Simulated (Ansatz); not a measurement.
End structure of the (111)A surface of zinc-blende GaSb, Ga-terminated, 2x2 with 2 H on 4 top atoms (bottom of the slab: 3 H on 4 bottom sites):

```yaml
crystal:
  lattice:
    - [8.78596, 0.00000, 0.00000]
    - [-4.39298, 7.60887, 0.00000]
    - [0.00000, 0.00000, 31.50000]
  atoms:
    - { symbol: Sb, position: [0.00300, 0.99759, 0.32379] }
    - { symbol: Sb, position: [0.49459, 0.99759, 0.32379] }
    - { symbol: Sb, position: [0.00268, 0.50537, 0.32421] }
    - { symbol: Sb, position: [0.50009, 0.50019, 0.30537] }
    - { symbol: Ga, position: [0.34620, 0.19239, 0.34605] }
    - { symbol: Ga, position: [0.83317, 0.16634, 0.34625] }
    - { symbol: Ga, position: [0.34639, 0.65442, 0.34604] }
    - { symbol: Ga, position: [0.80804, 0.65442, 0.34604] }
    - { symbol: Sb, position: [0.33333, 0.16667, 0.43153] }
    - { symbol: Sb, position: [0.83333, 0.16667, 0.43153] }
    - { symbol: Sb, position: [0.33333, 0.66667, 0.43153] }
    - { symbol: Sb, position: [0.83333, 0.66667, 0.43153] }
    - { symbol: Ga, position: [0.16667, 0.33333, 0.46000] }
    - { symbol: Ga, position: [0.66667, 0.33333, 0.46000] }
    - { symbol: Ga, position: [0.16667, 0.83333, 0.46000] }
    - { symbol: Ga, position: [0.66667, 0.83333, 0.46000] }
    - { symbol: Sb, position: [0.16643, 0.33330, 0.54552] }
    - { symbol: Sb, position: [0.66687, 0.33331, 0.54552] }
    - { symbol: Sb, position: [0.16629, 0.83258, 0.54599] }
    - { symbol: Sb, position: [0.66637, 0.83276, 0.54595] }
    - { symbol: Ga, position: [0.99987, 0.00027, 0.57328] }
    - { symbol: Ga, position: [0.50041, 0.00029, 0.57328] }
    - { symbol: Ga, position: [0.99954, 0.49909, 0.57362] }
    - { symbol: Ga, position: [0.49966, 0.49932, 0.57342] }
    - { symbol: Sb, position: [0.00521, 0.01025, 0.65927] }
    - { symbol: Sb, position: [0.50504, 0.01025, 0.65928] }
    - { symbol: Sb, position: [0.99271, 0.48547, 0.66057] }
    - { symbol: Sb, position: [0.49274, 0.48543, 0.66043] }
    - { symbol: Ga, position: [0.32811, 0.15625, 0.69228] }
    - { symbol: Ga, position: [0.82800, 0.15599, 0.69227] }
    - { symbol: Ga, position: [0.33495, 0.66979, 0.67444] }
    - { symbol: Ga, position: [0.83486, 0.66983, 0.67451] }
    - { symbol: H, position: [0.99893, 0.00231, 0.26919] }
    - { symbol: H, position: [0.50339, 0.00231, 0.26919] }
    - { symbol: H, position: [0.99849, 0.49699, 0.26965] }
    - { symbol: H, position: [0.33041, 0.16083, 0.74209] }
    - { symbol: H, position: [0.83034, 0.16066, 0.74209] }
```

Set-up: 37 atoms, 15.0 Å thick at the start with caps and adatoms; mesh 3x3x1; 0.025 eV smearing; dipole correction on; 8 atoms held, the rest relaxed; no symmetry held; spin-polarised, no spin-orbit, no U. The slab shows no gap over 0.04 eV on its mesh. The starting moment vanished. It is one candidate, not shown to be the stable structure of the face.

Task: What is the computed work function of the top face (PBE (Ansatz, a quantum-chemistry and plane-wave program))?

Result: 3.83 eV
